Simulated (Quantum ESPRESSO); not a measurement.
## What a tighter setting buys: K_POINTS, HfN (Fm-3m, 2 atoms in the cell)

```
CELL_PARAMETERS angstrom
      0.00000     2.23014     2.23014
      2.23014     0.00000     2.23014
      2.23014     2.23014     0.00000
ATOMIC_POSITIONS crystal
  Hf 0.00000 0.00000 0.00000
  N  0.50000 0.50000 0.50000
```

Computed with PBE, SSSP 1.1.2 precision (PBE) pseudopotentials (plane waves; Quantum ESPRESSO).

Base settings: ecutwfc = 75 Ry; occupations = smearing; smearing = fd; degauss = 0.0073499 Ry; potentials = {Hf: Hf-sp.oncvpsp.upf, N: N.oncvpsp.upf}; K_POINTS = automatic 10 10 10 0 0 0; conv_thr = 1e-10 Ry; mixing_beta = 0.3.

Misses are taken against the tightest run, automatic 25 25 25 0 0 0, which need not be fully converged itself. The energy is the free energy per atom.

The count of work is k-points × plane waves × bands × iterations; it is no time, and leaves out set-up, grids and terms that scale otherwise. Core times come from one kind of shared machine and are given to one figure; runs under 30 s give none.

The starting cell comes from a database of computed structures (which also holds hypothetical and non-ambient phases and stackings), without a prior relaxation at this level. Its lattice was rescaled by a random factor within 2.5 % of one. In the base run, with a pressure of about 17 GPa the cell is away from its equilibrium volume at this level.

The runs (K_POINTS): automatic 1 1 1 0 0 0 | automatic 2 2 2 0 0 0 | automatic 3 3 3 0 0 0 | automatic 4 4 4 0 0 0 | automatic 5 5 5 0 0 0 | automatic 6 6 6 0 0 0 | automatic 7 7 7 0 0 0 | automatic 9 9 9 0 0 0 | automatic 10 10 10 0 0 0 | automatic 12 12 12 0 0 0 | automatic 14 14 14 0 0 0 | automatic 17 17 17 0 0 0 | automatic 20 20 20 0 0 0 | automatic 25 25 25 0 0 0.

**Question.** Which is the coarsest setting among those run that, with all tighter ones, holds the energy within 20 meV/atom of the reference, and what does it save?

**Answer.** automatic 4 4 4 0 0 0, off by 0.49 meV/atom; it needs 0.019 of the reference's count of work.

**Question.** Which is the coarsest setting among those run that, with all tighter ones, holds the energy within 10 meV/atom of the reference, and what does it save?

**Answer.** automatic 7 7 7 0 0 0, off by 8.7 meV/atom; it needs 0.047 of the reference's count of work. The coarser automatic 4 4 4 0 0 0 also lies inside, but a setting between leaves the range again, so that is luck.

**Question.** What does the step from automatic 1 1 1 0 0 0 to automatic 4 4 4 0 0 0 buy?

**Answer.** It takes the miss in the energy from 9600 to 0.49 meV/atom, for 3.9 times the count of work.

```tsv
K_POINTS	energy less reference (meV/atom)	pressure less reference (GPa)	count of work / reference	core time / reference (rough)
automatic 1 1 1 0 0 0	9640.67	118.47	0.0048	–
automatic 2 2 2 0 0 0	30.12	0.64	0.0066	–
automatic 3 3 3 0 0 0	95.77	2.24	0.0087	–
automatic 4 4 4 0 0 0	-0.49	0.24	0.019	–
automatic 5 5 5 0 0 0	-13.73	-0.14	0.018	–
automatic 6 6 6 0 0 0	-17.40	-0.22	0.035	–
automatic 7 7 7 0 0 0	8.68	0.26	0.047	–
automatic 9 9 9 0 0 0	-4.69	-0.04	0.077	0.09
automatic 10 10 10 0 0 0	2.67	0.04	0.096	0.1
automatic 12 12 12 0 0 0	-2.55	-0.08	0.16	0.2
automatic 14 14 14 0 0 0	0.92	0.03	0.23	0.2
automatic 17 17 17 0 0 0	0.49	0.01	0.36	0.3
automatic 20 20 20 0 0 0	0.23	0.00	0.48	0.5
automatic 25 25 25 0 0 0	0.00	0.00	1.0	1
```
